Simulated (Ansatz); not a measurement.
Start from Ge in the diamond structure (space group Fd-3m, No. 227; a = 5.622 Å).

Structures relaxed with LDA, PAW, 420 eV (Ansatz, a program for electronic structure; no spin-orbit coupling).

Base:

Simulated powder pattern, Cu Kα, λ = 1.54184 Å (kinematic, ideal powder, no thermal factors, no anomalous dispersion; the 10 strongest lines at most, above 2 %, up to 2θ = 90°):

```csv
2θ (°),I/Imax (%),hkl
27.48,100,(111)
45.64,75,(220)
54.10,45,(311)
66.53,12,(400)
73.41,18,(331)
84.41,24,(422)
```

Now apply this change: a hydrostatic pressure of 30 GPa.

After the change:

Simulated powder pattern, Cu Kα, λ = 1.54184 Å (kinematic, ideal powder, no thermal factors, no anomalous dispersion; the 10 strongest lines at most, above 2 %, up to 2θ = 90°):

| 2θ (°) | d (Å) | I/Imax (%) | hkl |
|---|---|---|---|
| 29.80 | 2.998 | 100 | (111) |
| 49.66 | 1.836 | 72 | (220) |
| 59.00 | 1.566 | 42 | (311) |
| 72.86 | 1.298 | 11 | (400) |
| 80.65 | 1.191 | 17 | (331) |

The indices refer to the base's conventional cell; one index is shown for lines that coincide.

Load acts through the strain it causes; cell and atoms are relaxed under it. Stability against distortions was not tested. Measured, Ge leaves this structure (for the β-tin structure) near 10.6 GPa (room temperature; as listed in arXiv:1906.07825).
